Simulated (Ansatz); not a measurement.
Take Ti in the hcp (Mg type) structure (space group P6_3/mmc, No. 194; a = 2.9359 Å, c = 4.6364 Å) as the base. Axes: x lies along a and z along c of the hexagonal cell.

Computed with r2SCAN (Ansatz, a quantum-chemistry and plane-wave program), no spin-orbit coupling.

Strains are applied to the cell and any free atomic positions relax; under stress the whole cell relaxes.

One change was made to it. Results:

```tsv
quantity	base	after
energy relative to the base (free energy F)	0 meV/atom	+0.4 meV/atom
shortest interatomic distance	2.872 Å	2.883 Å
band gap	zero	zero
```

Problem. Which of these changes matches the shifts?
A) uniaxial stress, 1 GPa tension along z
B) tensor shear ε_yz = −2.90 %
C) isotropic strain −2.80 %
D) uniaxial strain ε_xx = +2.40 %
E) strain tensor (xx, yy, zz, yz, xz, xy) = (−0.56, +0.65, −1.29, −0.50, −0.23, +0.09) %

Solution. A, uniaxial stress, 1 GPa tension along z. For comparison, the energy relative to the base in the other runs: uniaxial strain ε_xx = +2.40 % gives +5.5 meV/atom; strain tensor (xx, yy, zz, yz, xz, xy) = (−0.56, +0.65, −1.29, −0.50, −0.23, +0.09) % gives +2.4 meV/atom; isotropic strain −2.80 % gives +48 meV/atom; tensor shear ε_yz = −2.90 % gives +9.1 meV/atom.

Without a gap, meshes like the base's 18×18×10 leave anisotropic stresses uncertain by several tenths of a GPa, and small strain energies with them. Stability under load was not tested beyond the relaxation. All final runs are without spin polarisation.
